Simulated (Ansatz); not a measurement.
Amorphous Si34N36, 70 atoms at 2.95 g/cm³, one PBE-relaxed geometry, zone centre. Methods: PBE, scalar-relativistic without spin-orbit coupling (Ansatz, a program for electronic structure); r2SCAN, scalar-relativistic without spin-orbit coupling (Ansatz); HSE06, scalar-relativistic without spin-orbit coupling (Ansatz). Plane waves to 420 eV (r2SCAN 500 eV); exact exchange is cut at the cell's faces. The usual formal charges leave 28 electrons over, so the level spacing at the Fermi energy parts defect or band states and needn't be the band gap. The higher rungs were started with moments on some atoms, which died out.

A CHGNet melt-quench gave the starting glass, which DFT then relaxed. N atoms were pushed apart under 1.9 Å during the dynamics, to hinder bonds among them. The hot cell started wider than the set density and was brought back towards it in steps. It is the lowest in DFT energy of 2 quenches. It is a model cell: composition and starting density were chosen by hand, and all elements were melted together. No dispersion term was used. Its density started from a set value of 3.00 and ended at 2.95 g/cm³. Cooling (nominally 300 K/ps over its main leg) ran many orders faster than in experiment, which tends to leave more defects and strain. A cell of this size samples the disorder only roughly. Volume and shape were free in the relaxation. On a 2×2×2 Γ-centred mesh force components of up to 0.30 eV/Å stay, since the relaxation ran on the zone centre alone.

The relaxation ran on the zone centre alone. At PBE the level spacing at the Fermi energy is 0.76 eV on a 2×2×2 Γ-centred mesh, and the spacing at the zone centre alone 1.02 eV.

**Question.** What zone-centre spacing does r2SCAN give, roughly?

**Answer.** 1.24 eV (+0.22 eV against PBE).

**Question.** What zone-centre spacing does HSE06 give, roughly?

**Answer.** 1.75 eV (+0.74 eV against PBE).

The highest filled and the lowest empty state spread over these numbers of atoms (participation numbers): PBE: 13.6 and 12.1; r2SCAN: 13.0 and 12.0; HSE06: 11.9 and 12.1.
